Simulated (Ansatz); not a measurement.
**Short convergence ladders for a (001) slab of VAs2 (cut from a parent of space group no. 12; 6 atoms in the cell)**

```
VAs2
1.0
    4.78543     0.00000     0.00000
   -1.11726     3.07325     0.00000
    0.00000     0.00000    19.99451
As V
4 2
Cartesian
  2.09041   2.49967   9.32380
 -0.26080   1.64490  10.67081
 -0.44093   1.57941   7.00000
  2.27054   2.56515  12.99451
  0.84543   0.30735   8.74342
  2.10145   0.76397  11.25109
```

Base method: PBEsol, default PAW files made with PBE (plane waves; Ansatz, a program for electronic structure).

Base settings: basis.ecutwfc = 420 eV; kpoints.mp_grid.grid = 6 6 1; hamiltonian.xc = pbesol; hamiltonian.pseudopotentials = {kind: paw} (the program's default PAW files); scf.occupations.method = fermi_dirac; scf.occupations.width = 0.1 eV.

The count of work is k-points × plane waves × bands × iterations; it is no time. Core times come from one kind of shared machine, to one figure; runs under 30 s give none.

**The vacuum**

The mesh stays at the base's, so the ladder's end is converged at best in this setting alone.

Only quantities that move along the ladder and can be compared are tabulated.

| vacuum between outermost atoms (Å) | free energy less the last step's (meV/atom) | largest difference of a force vector from the last step's (eV/Å) | count of work / last |
|---|---|---|---|
| 3.0 | -45.75 | 0.299 | 0.25 |
| 4.0 | -13.71 | 0.089 | 0.28 |
| 5.0 | -3.74 | 0.018 | 0.31 |
| 6.0 | -1.13 | 0.004 | 0.33 |
| 7.0 | -0.34 | 0.001 | 0.36 |
| 8.0 | -0.10 | 0.000 | 0.39 |
| 10.0 | -0.01 | 0.000 | 0.44 |
| 12.0 | 0.00 | 0.000 | 0.50 |
| 14.0 | 0.00 | 0.000 | 0.56 |
| 17.0 | 0.00 | 0.000 | 0.64 |
| 20.0 | -0.01 | 0.000 | 0.72 |
| 25.0 | 0.00 | 0.000 | 0.86 |
| 30.0 | 0.00 | 0.000 | 1.0 |

Smallest vacuum between outermost atoms (Å) that holds the forces within 0.005 eV/Å of the last step, with all finer ones: 6.0, at 0.33 of the last step's count of work; the step before is off by 0.018 eV/Å.

Smallest vacuum between outermost atoms (Å) that holds the free energy within 5 meV/atom of the last step, with all finer ones: 5.0, at 0.31 of the last step's count of work; the step before is off by 14 meV/atom.

**The k-point mesh**

Only quantities that move along the ladder and can be compared are tabulated.

| kpoints.mp_grid.grid | free energy less the last step's (meV/atom) | largest difference of a force vector from the last step's (eV/Å) | count of work / last | core time / last (rough) |
|---|---|---|---|---|
| 2 2 1 | 27.63 | 1.150 | 0.020 | – |
| 3 3 1 | -32.58 | 0.373 | 0.023 | – |
| 4 4 1 | 3.88 | 0.192 | 0.041 | – |
| 5 5 1 | 0.02 | 0.084 | 0.046 | – |
| 6 6 1 | 0.78 | 0.026 | 0.066 | – |
| 7 7 1 | -0.89 | 0.027 | 0.082 | – |
| 8 8 1 | 0.17 | 0.017 | 0.11 | – |
| 9 9 1 | -0.37 | 0.006 | 0.13 | – |
| 11 11 1 | -0.16 | 0.004 | 0.18 | – |
| 12 12 1 | 0.09 | 0.004 | 0.22 | 0.2 |
| 15 15 1 | -0.01 | 0.002 | 0.33 | 0.3 |
| 17 17 1 | 0.00 | 0.001 | 0.41 | 0.4 |
| 20 20 1 | 0.00 | 0.000 | 0.57 | 0.6 |
| 23 23 1 | 0.00 | 0.000 | 0.73 | 0.7 |
| 27 27 1 | 0.00 | 0.000 | 1.0 | 1 |

Coarsest kpoints.mp_grid.grid that holds the forces within 0.02 eV/Å of the last step, with all finer ones: 8 8 1, at 0.11 of the last step's count of work; the step before is off by 0.027 eV/Å.

Coarsest kpoints.mp_grid.grid that holds the free energy within 0.5 meV/atom of the last step, with all finer ones: 8 8 1, at 0.11 of the last step's count of work; the step before is off by 0.89 meV/atom.

**The plane-wave cutoff**

The mesh stays at the base's, so the ladder's end is converged at best in this setting alone.

Only quantities that move along the ladder and can be compared are tabulated.

```csv
basis.ecutwfc,free energy less the last step's (meV/atom),largest difference of a force vector from the last step's (eV/Å),count of work / last
210 eV,3891.89,0.442,0.18
250 eV,926.25,0.206,0.21
295 eV,136.90,0.042,0.24
355 eV,6.91,0.004,0.31
420 eV,1.27,0.001,0.35
505 eV,0.50,0.000,0.46
630 eV,0.15,0.000,0.65
840 eV,0.00,0.000,1.0
```

Coarsest basis.ecutwfc that holds the free energy within 2 meV/atom of the last step, with all finer ones: 420 eV, at 0.35 of the last step's count of work; the step before is off by 6.9 meV/atom.

Coarsest basis.ecutwfc that holds the forces within 0.005 eV/Å of the last step, with all finer ones: 355 eV, at 0.31 of the last step's count of work; the step before is off by 0.042 eV/Å.

On the base run: the starting cell comes from a database of computed structures (which also holds hypothetical and non-ambient phases and stackings), without a prior relaxation at this level. The slab is cut from that crystal, and its faces are unrelaxed. Its lattice was rescaled by up to half a per cent. Spin polarisation is off, so a magnetic state, if there is one, cannot be reached.

Keys are those of Ansatz 0.2.
